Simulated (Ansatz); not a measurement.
Input:

A slab with vacuum along the third vector:

```
CELL_PARAMETERS angstrom
      5.93970     0.00000     0.00000
     -2.96985     5.14393     0.00000
      0.00000     0.00000    26.00000
ATOMIC_POSITIONS crystal
  Na 0.33333 0.66667 0.32191
  Na 0.66667 0.33333 0.36519
  Na 0.00000 0.00000 0.40057
  Na 0.33333 0.66667 0.45645
  Na 0.66667 0.33333 0.50000
  Na 0.00000 0.00000 0.54355
  Na 0.33333 0.66667 0.59943
  Na 0.66667 0.33333 0.63481
  Na 0.00000 0.00000 0.67809
```

Slab: 9 atoms, 9.7 Å thick at the start (thin: gaps and levels are the slab's own); k 7x7x1, smearing 0.1 eV, dipole-corrected; all atoms relaxed; symmetry of the start imposed; no spin, no spin-orbit, no U.

Q: Give the work function of the top face at the level PBE (Ansatz, a program for electronic structure).

A: 2.62 eV

Q: What surface energy (mean of both faces) does PBE give?

A: 16 meV/Å²
